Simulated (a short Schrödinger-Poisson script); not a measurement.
From a short Schrödinger-Poisson script (our own, NumPy): one-band effective-mass equation with BenDaniel-Duke matching, electrons, heavy and light holes apart, hard walls at the outer ends, one valence edge for both holes (no strain splitting), no charge, excitons, band mixing or non-parabolicity; under a field the levels are quasi-bound states of a box, listed while three quarters of their weight lies within 4 nm of the wells.

Structure: single GaAs/Al0.25Ga0.75As quantum well.

From the first side: 20 nm Al0.25Ga0.75As; 3 nm GaAs; 20 nm Al0.25Ga0.75As.

Constants are typed, rounded textbook-type inputs, not results; the design itself was drawn at random and stands for no fabricated device. GaAs: direct gap (eV) 1.424, conduction-band edge (eV) 0, electron mass (mₑ) 0.067, heavy-hole mass 0.377, light-hole mass 0.09. Al0.25Ga0.75As: direct gap (eV) 1.736, conduction-band edge (eV) 0.198, electron mass (mₑ) 0.0878, heavy-hole mass 0.402, light-hole mass 0.1125.

The valence-band edge of each layer lies one gap below its conduction-band edge. The electron's potential energy rises along the stack by the applied field. Mesh 0.03 nm at interfaces.

Question: Give the e1 above the well's band edge (meV); the hh1 − lh1 (meV); the e1-hh1 transition at zero applied field (eV).

Answer: e1 above the well's band edge (meV): 110; hh1 − lh1 (meV): 31.6; e1-hh1 transition at zero applied field (eV): 1.573. Excitons are left out, and strain enters only through the typed gaps and offsets, so measured lines lie elsewhere.
